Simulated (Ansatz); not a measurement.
The parent structure is a 9-atom supercell of TiS$_{2}$ in the CdI2 type structure (space group P-3m1, No. 164; layered, stacked along the Cartesian z axis) at its relaxed geometry.

```
CELL_PARAMETERS angstrom
      5.04088    -2.91036     0.00000
      0.00000     5.82071     0.00000
     -1.68029    -2.91036     5.52244
ATOMIC_POSITIONS crystal
  Ti 0.00000 0.00000 0.00000
  Ti 0.66667 0.33333 0.00000
  Ti 0.33333 0.66667 0.00000
  S  0.08619 0.50571 0.25857
  S  0.75286 0.83904 0.25857
  S  0.41952 0.17238 0.25857
  S  0.58048 0.82762 0.74143
  S  0.24714 0.16096 0.74143
  S  0.91381 0.49429 0.74143
```

All numbers come from PBE-D3(BJ), PAW, 420 eV (Ansatz, a program for electronic structure; no SOC).

Base values:

| Quantity | Result |
|---|---|
| Pressure | 0.0 GPa |

It is then changed as follows: one H atom is added in an open site, starting 1.97 Å from the nearest host atom, atoms relaxed at fixed cell, starting from a slightly rattled geometry.

Task: What happens to the final site of the added atom?

Result: The final site of the added atom comes out as 1 S at 1.36 Å.

Task: How does this affect the largest displacement of a host atom from its site in the perfect cell?

Result: The largest displacement of a host atom from its site in the perfect cell amounts to 0.14 Å.

Task: What happens to the pressure?

Result: The pressure goes from zero to 2.4 GPa.

The cell is small, so the values are those of an ordered compound at a high defect concentration; dilute-limit values will differ. The final runs are not spin-polarised. The defect cell is not spin-polarised.
